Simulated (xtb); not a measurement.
xtb 6.7.1, GFN1-xTB: Hf(NH2)(Me)3 ([CH3][Hf]([CH3])([CH3])[NH2]), 16 atoms. The geometry is a generated start, not checked to be a minimum at this level.

| Item | Value |
|---|---|
| run flags | --grad |
| method | GFN1-xTB |
| --acc | 1 (default) |
| --etemp (K) | 300 (default) |
| basis functions | 48 |
| valence electrons | 32 |

```xyz
16

Hf     0.0332     0.1414    -0.1388
N      1.2415     1.3025    -1.3851
H      1.7427     0.8832    -2.1737
H      1.8973     1.9793    -0.9894
C      1.4715    -0.9326     1.2848
H      1.7903    -0.3036     2.1280
H      2.3966    -1.2620     0.7907
H      1.0365    -1.8367     1.7338
C     -1.1240    -1.3895    -1.3872
H     -2.0151    -0.9708    -1.8742
H     -1.4839    -2.2336    -0.7804
H     -0.5231    -1.8344    -2.1929
C     -1.4124     1.4368     1.0720
H     -0.9067     2.2185     1.6556
H     -1.9865     0.8430     1.7992
H     -2.1580     1.9585     0.4575
```

Charge 0 and multiplicity 1 are set for this test and not shown to be the ground state.

One run each on 1 thread. Values of broydamp tried: 0.02, 0.05, 0.1, 0.2, 0.4 (default), 0.6, 0.8, 1.

Q: Which value of broydamp needs the fewest SCC iterations, and what happens away from it?

A: Fewest SCC iterations, within one of each other: 0.2 with 13, 0.4 (default) with 14, 0.6 with 14. The count rises to 22 at 0.02. All converge to one solution.

```json
[
 {"broydamp": "0.02", "SCC iterations": "22", "end": "same solution"},
 {"broydamp": "0.05", "SCC iterations": "19", "end": "same solution"},
 {"broydamp": "0.1", "SCC iterations": "15", "end": "same solution"},
 {"broydamp": "0.2", "SCC iterations": "13", "end": "same solution"},
 {"broydamp": "0.4 (default)", "SCC iterations": "14", "end": "same solution"},
 {"broydamp": "0.6", "SCC iterations": "14", "end": "same solution"},
 {"broydamp": "0.8", "SCC iterations": "15", "end": "same solution"},
 {"broydamp": "1", "SCC iterations": "15", "end": "same solution"}
]
```
